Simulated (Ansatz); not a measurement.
## MgS: pressure series

Consider MgS in the rock salt structure (space group Fm-3m, No. 225; a = 5.230 Å).

Cell and atoms are relaxed at each pressure.

Level of theory: plane-wave PAW DFT at the PBE level (Ansatz, a program for electronic structure, 420 eV), no spin-orbit coupling.

Candidates:
(a) pressure 2.1 GPa
(b) pressure 22.5 GPa
(c) pressure 30 GPa
(d) pressure 9 GPa
(e) pressure −1 GPa

Before the change:

Smallest direct gap: 3.60 eV

Q: Order them by smallest direct gap, highest first.

A: (c) pressure 30 GPa (5.50 eV), (b) pressure 22.5 GPa (5.30 eV), (d) pressure 9 GPa (4.42 eV), (a) pressure 2.1 GPa (3.81 eV), (e) pressure −1 GPa (3.50 eV)

Load acts through the strain it causes; cell and atoms are relaxed under it. Whether these cells are dynamically stable was not tested. No other phases were tried under pressure.
